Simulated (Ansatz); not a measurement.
**Step by step: formation energy of the neutral V_O in HfO2 (Pca2₁)**

Subject: the formation energy of the neutral V_O in HfO2 (Pca2₁). Reaction: 1/2 Hf (hcp) + 63/2 HfO2 (Pca2₁) → cell A.

A: a supercell of 96 sites of HfO2 (Pca2₁) with one empty O site amid 4 Hf; spin state with PBE: run without spin.

Method: Ansatz (an electronic-structure program), PAW, neutral cells at 0 K with nuclei at rest, on structures from PBE. Ansatz runs with its PAW set soft_1. Larger cells are relaxed from a start prepared with the learned potential CHGNet till forces fall under 0.03 eV/Å, which some starts already meet. A dispersion term (D3(BJ), or D4 for r2SCAN) was computed beside these levels and is taken off wherever the name lacks it. Space groups of crystals are read within 0.01 Å. Spin-orbit coupling is left out. Mesh and cell size may move defect energies by 0.1 eV or more. The value holds for the reservoirs listed; other chemical potentials shift it.

Total energies of the cells in eV, at zero smearing width. They compare only within one column; the weights balance every element.

```
cell          atoms  weight            PBE
------------  -----  ------  -------------
A: HfO2:V_O      95      +1  -539027.29395
Hf (hcp)          2    −1/4   -31444.41284
HfO2 (Pca2₁)     96  −63/64  -539598.27382
```

PBE: (-539027.29395) − 1/4 × (-31444.41284) − 63/64 × (-539598.27382) = 0.860 eV.

What follows from the PBE value: With the reservoirs of the reaction as written, and without entropy terms or charged states, the share of sites that hold the defect in equilibrium is exp(−0.86 eV/k_BT) = 4.6×10^-5 at 1000 K.
